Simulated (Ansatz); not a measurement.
## Hf: pressure series

The parent structure is Hf in the hcp (Mg type) structure (space group P6_3/mmc, No. 194; a = 3.118 Å, c = 4.946 Å).

Cell and atoms are relaxed at each pressure.

Calculations: LDA (Ansatz, a program for electronic structure), scalar-relativistic without spin-orbit coupling.

Two rows of this table had their results exchanged by mistake.

```tsv
pressure	volume per atom (Å³)	shortest distance (Å)	band gap
pressure −2 GPa	21.18	3.075	zero
pressure −1 GPa	21.00	3.067	zero
pressure 0.9 GPa	20.67	3.052	zero
pressure 2.1 GPa	20.47	3.043	zero
pressure 4.5 GPa	20.10	3.025	zero
pressure 9 GPa	17.99	2.925	zero
pressure 15 GPa	18.75	2.961	zero
pressure 22.5 GPa	19.47	2.996	zero
```

Problem. Which two?

Solution. The rows for pressure 9 GPa and pressure 22.5 GPa: the volume has to fall steadily with pressure, so 19.47 Å³ belongs to pressure 9 GPa and 17.99 Å³ to pressure 22.5 GPa.

Load acts through the strain it causes; cell and atoms are relaxed under it. Whether these cells are dynamically stable was not tested. Competing high-pressure phases were not computed. All final runs are without spin polarisation.
